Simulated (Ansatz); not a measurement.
The starting structures come from a database of crystals and need not be the phases stable at ambient conditions.

The decay constant κ of evanescent states in the gap governs leakage through a thin film.

```
CsGeI3
1.0
    8.32902     0.00000     0.00000
    0.00000    10.43703     0.00000
    4.16451     3.47901     2.40438
I Cs Ge
3 1 1
Cartesian
  2.07851   6.89765   1.20003
  6.25051   6.89765   1.20003
  8.32902   3.41864   2.40871
  0.00000  10.34310   0.00000
  4.16451   8.32515   2.40438
```

Space group of this cell: R3m. The cell was relaxed by PBE-D3(BJ).

Transport runs along the normal of the first two printed cell vectors, the (100) plane of the conventional cell.

No gap correction and no spin-orbit coupling; mid-gap values are interpolated between computed energies.

Q: Estimate the band gap and the smallest decay constant κ at mid-gap that r2SCAN run with Ansatz (an electronic-structure program) returns for this system.

A: Gap 0.77 eV on a 12×12×12 mesh; κ = 0.096 1/Å, at (0.000, 0.500) of the in-plane reciprocal vectors. At the zone centre, at the nearest computed energy, the slowest state has κ = 0.15 1/Å.
